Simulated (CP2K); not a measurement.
CP2K run on Pb (Fm-3m, 1 atom in the cell): self-consistent single point

Method of the run: PBE, GPW, DZVP-MOLOPT-SR-GTH basis, GTH-PBE potentials (GTH_POTENTIALS) in CP2K.

Input:

```
&GLOBAL
  PROJECT pb
  RUN_TYPE ENERGY_FORCE
  PRINT_LEVEL LOW
&END GLOBAL
&FORCE_EVAL
  METHOD Quickstep
  STRESS_TENSOR ANALYTICAL
  &DFT
    BASIS_SET_FILE_NAME BASIS_MOLOPT
    POTENTIAL_FILE_NAME GTH_POTENTIALS
    &QS
      METHOD GPW
      EPS_DEFAULT 1E-10
    &END QS
    &MGRID
      CUTOFF 400
      REL_CUTOFF 50
      NGRIDS 5
    &END MGRID
    &SCF
      SCF_GUESS ATOMIC
      EPS_SCF 1E-6
      MAX_SCF 100
      ADDED_MOS 4
      &DIAGONALIZATION
        ALGORITHM STANDARD
      &END DIAGONALIZATION
      &MIXING
        METHOD BROYDEN_MIXING
        ALPHA 0.3
        NBUFFER 10
        BETA 1.5
      &END MIXING
      &SMEAR ON
        METHOD FERMI_DIRAC
        ELECTRONIC_TEMPERATURE [K] 1160.45
      &END SMEAR
    &END SCF
    &KPOINTS
      SCHEME MONKHORST-PACK 8 8 8
      GAMMA_CENTERED T
    &END KPOINTS
    &XC
      &XC_FUNCTIONAL PBE
      &END XC_FUNCTIONAL
    &END XC
    &PRINT
      &MO
        EIGENVALUES T
        OCCUPATION_NUMBERS T
        NDIGITS 8
        FILENAME mo
        &EACH
          QS_SCF 0
        &END EACH
        ADD_LAST NUMERIC
      &END MO
      &MULLIKEN OFF
      &END MULLIKEN
    &END PRINT
  &END DFT
  &SUBSYS
    &CELL
      ABC 3.56339800 3.56339783 3.56339765
      ALPHA_BETA_GAMMA 60.00000266 59.99999679 59.99999846
      PERIODIC XYZ
    &END CELL
    &COORD
      SCALED
      Pb       0.00000000     0.00000000     0.00000000
    &END COORD
    &KIND Pb
      BASIS_SET DZVP-MOLOPT-SR-GTH-q4
      POTENTIAL GTH-PBE-q4
    &END KIND
  &END SUBSYS
  &PRINT
    &FORCES ON
    &END FORCES
    &STRESS_TENSOR ON
    &END STRESS_TENSOR
  &END PRINT
&END FORCE_EVAL
```

The program printed (abridged):

```
 GLOBAL| Method name                                                        CP2K
 GLOBAL| Project name                                                         pb
 GLOBAL| Run type                                                   ENERGY_FORCE

 TOTAL NUMBERS AND MAXIMUM NUMBERS

  Total number of            - Atomic kinds:                                   1
                             - Atoms:                                          1
                             - Shell sets:                                     1
                             - Shells:                                         5
                             - Primitive Cartesian functions:                  5
                             - Cartesian basis functions:                     14
                             - Spherical basis functions:                     13

  Maximum angular momentum of- Orbital basis functions:                        2
                             - Local part of the GTH pseudopotential:          0
                             - Non-local part of the GTH pseudopotential:      4

 SCF PARAMETERS         Density guess:                                    ATOMIC
                        max_scf:                                             100
                        max_diis:                                              4
                        eps_scf:                                        1.00E-06
                        eps_diis:                                       1.00E-01
                        eps_eigval:                                     1.00E-05
                        level_shift [a.u.]:                             0.000000
                        added MOs                                         4    0
                        Mixing method:                            BROYDEN_MIXING
                                                charge density mixing in g-space
                        Smear method:                                FERMI_DIRAC
                        Electronic temperature [K]:                       1160.5
                        Electronic temperature [a.u.]:                  3.67E-03
                        Accuracy threshold:                             1.00E-10
                        No outer SCF

 Extrapolation method: initial_guess

 Number of electrons:                                                          4
 Number of occupied orbitals:                                                  2
 Number of molecular orbitals:                                                 6

 Number of orbital functions:                                                 13
 Number of independent orbital functions:                                     13

 SCF WAVEFUNCTION OPTIMIZATION

  Step     Update method      Time    Convergence         Total energy    Change
     1 NoMix/Diag. 0.30E+00      -     0.21174027        -3.6006138417 -3.60E+00
     2 Broy./Diag. 0.30E+00      -     0.00081677        -3.6153078608 -1.47E-02
     3 Broy./Diag. 0.30E+00      -     0.00591046        -3.5854489506  2.99E-02
     4 Broy./Diag. 0.30E+00      -     0.00073823        -3.5800365023  5.41E-03
     5 Broy./Diag. 0.30E+00      -     0.00056314        -3.5763949009  3.64E-03
     6 Broy./Diag. 0.30E+00      -     0.00014840        -3.5759930479  4.02E-04
     7 Broy./Diag. 0.30E+00      -     0.00004757        -3.5759244760  6.86E-05
     8 Broy./Diag. 0.30E+00      -     0.00003582        -3.5759914831 -6.70E-05
     9 Broy./Diag. 0.30E+00      -     0.00000073        -3.5760038197 -1.23E-05

  *** SCF run converged in     9 steps ***

  Electronic density on regular grids:         -4.0000000000        0.0000000000
  Core density on regular grids:                3.9999999981       -0.0000000019
  Total charge density on r-space grids:       -0.0000000019
  Total charge density g-space grids:          -0.0000000019

  Overlap energy of the core charge distribution:               0.00000000000018
  Self energy of the core charge distribution:                 -7.30933873422194
  Core Hamiltonian energy:                                      1.45272298511529
  Hartree energy:                                               3.27801313841696
  Exchange-correlation energy:                                 -0.99688105982239
  Electronic entropic energy:                                  -0.00052014851927
  Fermi energy:                                                 0.14722106414901

  Total energy:                                                -3.57600381974166
  Total energy (extrapolated to T->0):                         -3.57574374548203

 ENERGY| Total FORCE_EVAL ( QS ) energy [hartree]             -3.576012568004565

 FORCES| Atomic forces [hartree/bohr]
 FORCES|   Atom     x               y               z               |f|
 FORCES|      1  1.36450491E-15 -1.07370383E-15 -1.19781305E-15   2.10937660E-15
 FORCES| Sum     1.36450491E-15 -1.07370383E-15 -1.19781305E-15
 FORCES| Total atomic force                                       2.10937660E-15

 STRESS| Analytical stress tensor [bar]
 STRESS|                        x                   y                   z
 STRESS|      x        1.78973710213E+03   6.80327769632E-03   4.81150146411E-03
 STRESS|      y        6.80327769632E-03   1.78972377570E+03  -1.08375365872E-01
 STRESS|      z        4.81150146411E-03  -1.08375365872E-01   1.78976825968E+03
 STRESS| 1/3 Trace                                             1.78974304584E+03
```

The run converged in 9 iterations.

The starting cell comes from a database of computed structures (which also holds hypothetical and non-ambient phases and stackings), without a prior relaxation at this level. Its lattice was rescaled by a random factor within 2.5 % of one. Values carry the incompleteness of an atom-centred basis.
